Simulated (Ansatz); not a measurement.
Consider TiC in the rock salt structure (space group Fm-3m, No. 225; a = 4.328 Å).

Structures relaxed with r2SCAN (Ansatz, an electronic-structure program), no SOC.

Base:

Simulated powder pattern, Cu Kα1, λ = 1.54056 Å (kinematic, ideal powder, no thermal factors, no anomalous dispersion; the 8 strongest lines at most, above 2 %, up to 2θ = 90°):

```json
[
 {"2θ (°)": "35.91", "I/Imax (%)": "87", "hkl": "(111)"},
 {"2θ (°)": "41.71", "I/Imax (%)": "100", "hkl": "(200)"},
 {"2θ (°)": "60.45", "I/Imax (%)": "57", "hkl": "(220)"},
 {"2θ (°)": "72.36", "I/Imax (%)": "30", "hkl": "(311)"},
 {"2θ (°)": "76.13", "I/Imax (%)": "18", "hkl": "(222)"}
]
```

Now apply this change: hydrostatic tension (pressure −2 GPa).

Q: Where do the lines fall after the change?

A: 
Simulated powder pattern, Cu Kα1, λ = 1.54056 Å (kinematic, ideal powder, no thermal factors, no anomalous dispersion; the 8 strongest lines at most, above 2 %, up to 2θ = 90°):

```csv
2θ (°),d (Å),I/Imax (%),hkl
35.82,2.505,86,(111)
41.59,2.170,100,(200)
60.28,1.534,57,(220)
72.14,1.308,30,(311)
75.90,1.253,18,(222)
```

The indices refer to the base's conventional cell; one index is shown for lines that coincide.

Load acts through the strain it causes; cell and atoms are relaxed under it. Stability against distortions was not tested. The final runs are not spin-polarised.
